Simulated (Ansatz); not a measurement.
# Ta under a change: isotropic strain +2.04 %

Base system: Ta in the bcc (W type) structure (space group Im-3m, No. 229; a = 3.321 Å; relaxed with 0.1 eV smearing).

The change: the cell is scaled by 1.0204 in all directions; the atoms relax in the strained cell.

Level of theory: PBE (Ansatz, a first-principles code), without spin-orbit coupling, earlier PAW set. k-mesh 28×28×28 (Γ-centred); smearing 0.1 eV (Fermi–Dirac).

```json
[
 {"quantity": "volume per atom", "base": "18.31 Å³", "changed": "19.45 Å³", "shift": "+1.14 Å³"},
 {"quantity": "space group", "base": "Im-3m (No. 229)", "changed": "Im-3m (No. 229)", "shift": "–"},
 {"quantity": "shortest interatomic distance", "base": "2.876 Å", "changed": "2.934 Å", "shift": "+0.0587 Å"},
 {"quantity": "energy relative to the base (free energy F)", "base": "0 meV/atom", "changed": "+39 meV/atom", "shift": "+39 meV/atom"},
 {"quantity": "pressure", "base": "0.0 GPa", "changed": "-10.5 GPa", "shift": "-10.5 GPa"},
 {"quantity": "band gap", "base": "zero", "changed": "zero", "shift": "–"}
]
```

Whether these cells are dynamically stable was not tested. The final runs are not spin-polarised.
